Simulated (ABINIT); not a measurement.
A self-consistent single point of CdAu (Pm-3m, 2 atoms in the cell) with ABINIT.

Method: PBEsol, PAW (JTH v2.0 PBE PAW, files made for PBE) (plane waves; ABINIT 10.0.3).

```yaml
crystal:
  lattice:
    - [3.33811, 0.00000, 0.00000]
    - [0.00000, 3.33811, 0.00000]
    - [0.00000, 0.00000, 3.33811]
  atoms:
    - { symbol: Cd, position: [0.00000, 0.00000, 0.00000] }
    - { symbol: Au, position: [0.50000, 0.50000, 0.50000] }
```

Reference input (self-consistent single point, DFT, PBEsol, plane waves, PAW (JTH v2.0 PBE PAW, files made for PBE)): pseudos = [Cd.GGA_PBE-JTH.xml, Au.GGA_PBE-JTH.xml]; ecut = 26 Ha; pawecutdg = 52 Ha; pawxcdev = 0; ixc = -116133; occopt = 7; tsmear = 0.272 eV; ngkpt = 7 7 7; nshiftk = 1; shiftk = 0 0 0; potentials = JTH v2.0 PBE PAW; nband = 17. This run's input differs from it in these lines:

```diff
@@ -23,3 +23,3 @@
 kptopt 1
-ngkpt 7 7 7
+ngkpt 6 6 6
 nshiftk 1
```

The program printed (abridged):

```
--- !BeginCycle
solver: {iscf: 17, nstep: 80, nline: 4, wfoptalg: 10, }
tolerances: {tolvrs: 1.00E-12, }
...

     iter   Etot(hartree)      deltaE(h)  residm     nres2
 ETOT  1  -81.513435568371    -8.151E+01 2.992E-01 1.995E+01
 ETOT  2  -81.878441589254    -3.650E-01 1.779E-01 2.779E+03
 ETOT  3  -81.862605419573     1.584E-02 1.518E-01 5.485E+02
 ETOT  4  -81.769955396335     9.265E-02 8.291E-02 4.905E+00
 ETOT  5  -81.767049183000     2.906E-03 3.472E-02 1.147E-01
   [... 24 lines left out ...]
 ETOT 30  -81.770486219420    -3.979E-13 3.915E-05 5.853E-12
 ETOT 31  -81.770486219419     6.253E-13 5.012E-05 4.539E-12
 ETOT 32  -81.770486219420    -2.558E-13 3.508E-05 1.853E-12
 ETOT 33  -81.770486219420    -4.121E-13 4.744E-05 3.588E-14
 At SCF step   33       nres2   =  3.59E-14 < tolvrs=  1.00E-12 =>converged.

 Cartesian components of stress tensor (hartree/bohr^3)
  sigma(1 1)=  7.59121698E-05  sigma(3 2)=  0.00000000E+00
  sigma(2 2)=  7.59121698E-05  sigma(3 1)=  0.00000000E+00
  sigma(3 3)=  7.59121698E-05  sigma(2 1)=  0.00000000E+00

 ----iterations are completed or convergence reached----

 reduced coordinates (array xred) for    2 atoms
       0.000000000000      0.000000000000      0.000000000000
       0.500000000000      0.500000000000      0.500000000000
 cartesian forces (eV/Angstrom) at end:
    1     -0.00000000000000    -0.00000000000000    -0.00000000000000
    2     -0.00000000000000    -0.00000000000000    -0.00000000000000
 frms,max,avg= 0.0000000E+00 0.0000000E+00   0.000E+00  0.000E+00  0.000E+00 e/A
   [... lines left out ...]
 Fermi (or HOMO) energy (hartree) =   0.28958   Average Vxc (hartree)=  -0.41703
   [... lines left out ...]
'-kT*entropy'       : -9.78585421428342E-04
total_energy        : -8.17704860636452E+01
total_energy_eV     : -2.22508808469663E+03
...

-Cartesian components of stress tensor (GPa)         [Pressure= -2.2334E+00 GPa]
- sigma(1 1)=  2.23341277E+00  sigma(3 2)=  0.00000000E+00
- sigma(2 2)=  2.23341277E+00  sigma(3 1)=  0.00000000E+00
- sigma(3 3)=  2.23341277E+00  sigma(2 1)=  0.00000000E+00

 Calculation completed.
```

The run converged in 33 iterations. Against the reference run the free energy rises by 19.6 meV/atom and the pressure goes from -2.65 to -2.23 GPa.

The starting cell comes from a database of computed structures (which also holds hypothetical and non-ambient phases and stackings), without a prior relaxation at this level. Its lattice was rescaled by a random factor within 2.5 % of one. The potentials were made for another functional than the one used.

Cost on one core of a shared machine: roughly 3 min.
